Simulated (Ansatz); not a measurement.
Take YN in the rock salt structure (space group Fm-3m, No. 225) as the base.

```
YN
1.0
    0.00000     2.42808     2.42808
    2.42808     0.00000     2.42808
    2.42808     2.42808     0.00000
Y N
1 1
Cartesian
  0.00000   0.00000   0.00000
  2.42808   2.42808   2.42808
```

Cartesian axes are those of the cell as printed.

The values are results of PBEsol in Ansatz (plane waves to 420 eV, PAW, scalar-relativistic without spin-orbit coupling), not measurements.

The change: every lattice vector is stretched by 0.50 %, atoms relaxed at fixed cell.

Problem. Predict the stress tensor and what it implies for the stiffness.

Solution. Stress of the strained cell less that of the base (GPa, compression positive):
```
  -2.48    0.00    0.00
   0.00   -2.48    0.00
   0.00    0.00   -2.48
```

Then B = −ΔP/(ΔV/V₀) with ΔV/V₀ = 0.0151 gives secant stiffness values (nonlinear terms included at this strain): B ≈ 165 GPa.

No phonon test of stability was made.

Ansatz is an electronic-structure program.
